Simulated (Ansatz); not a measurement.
End structure of the (001) surface of tetragonal WSi2 in its 1x1 cell (cut with top plane Si, bottom plane Si), outermost plane spacing 1.33 Å in the ideal cut (one of several cuts of this face), with 2 Si a cell over the bulk's ratio:

```xyz
11
Lattice="3.2292 0.0000 0.0000 0.0000 3.2292 0.0000 0.0000 0.0000 29.5000" Properties=species:S:1:pos:R:3 pbc="T T T"
Si     1.6146     1.6146     8.1520
Si     0.0000     0.0000     9.4312
W      1.6146     1.6146    10.7968
Si     0.0000     0.0000    12.1008
Si     1.6146     1.6146    13.4382
W      0.0000     0.0000    14.7500
Si     1.6146     1.6146    16.0618
Si     0.0000     0.0000    17.3992
W      1.6146     1.6146    18.7032
Si     0.0000     0.0000    20.0688
Si     1.6146     1.6146    21.3480
```

Set-up: 11 atoms, Si8W3, 13.1 Å thick at the start; mesh 12x12x1; 0.1 eV smearing; dipole correction on; all atoms relaxed; held to the start's symmetry, so lower structures may exist; no spin, no spin-orbit, no U.

**Question.** Estimate the work function of the top face that PBE (Ansatz, a first-principles code) returns for this input.

**Answer.** 5.14 eV
